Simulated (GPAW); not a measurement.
Band structure of Cr₃Ge (Pm-3n, 8 atoms in the cell).

```
CELL_PARAMETERS angstrom
      4.54985     0.00000     0.00000
      0.00000     4.54985     0.00000
      0.00000     0.00000     4.54985
ATOMIC_POSITIONS crystal
  Cr 0.25000 0.00000 0.50000
  Cr 0.75000 0.00000 0.50000
  Cr 0.50000 0.75000 0.00000
  Cr 0.50000 0.25000 0.00000
  Cr 0.00000 0.50000 0.75000
  Cr 0.00000 0.50000 0.25000
  Ge 0.00000 0.00000 0.00000
  Ge 0.50000 0.50000 0.50000
```

Computed with PBEsol, GPAW PAW datasets PBEsol (made by gpaw-setup) (plane waves; GPAW 25.7.0).

Settings: mode = pw; ecut = 850 eV; xc = PBEsol; kpts = 5 5 5; mesh shift (steps) = 0 0 0; occupations.name = methfessel-paxton; occupations.width = 0.272 eV; occupations.order = 0; nbands = -12; convergence.density = 1e-05 e/electron; convergence.energy = 1e-05 eV/electron; symmetry.symmorphic = false; symmetry.tolerance = 0.0005; maxiter = 150.

The starting cell comes from a database of computed structures (which also holds hypothetical and non-ambient phases and stackings), without a prior relaxation at this level. Its lattice was rescaled by a random factor within 2.5 % of one. Spin polarisation is off.

Levels in eV from the Fermi level, bands 19 to 26:
```json
[
 {"point": "Γ", "19": "-1.16", "20": "-1.16", "21": "0.64", "22": "0.64", "23": "0.64", "24": "1.29", "25": "1.29", "26": "1.48"},
 {"point": "X", "19": "-1.52", "20": "-1.52", "21": "0.02", "22": "0.02", "23": "0.56", "24": "0.56", "25": "0.85", "26": "0.85"},
 {"point": "M", "19": "-0.80", "20": "-0.69", "21": "-0.69", "22": "-0.59", "23": "-0.43", "24": "-0.23", "25": "-0.13", "26": "-0.01"},
 {"point": "R", "19": "-1.10", "20": "-1.10", "21": "-1.07", "22": "-1.07", "23": "-1.07", "24": "-1.07", "25": "0.75", "26": "0.75"}
]
```

Bands cross the Fermi level along this path, so the cell is metallic at this level.
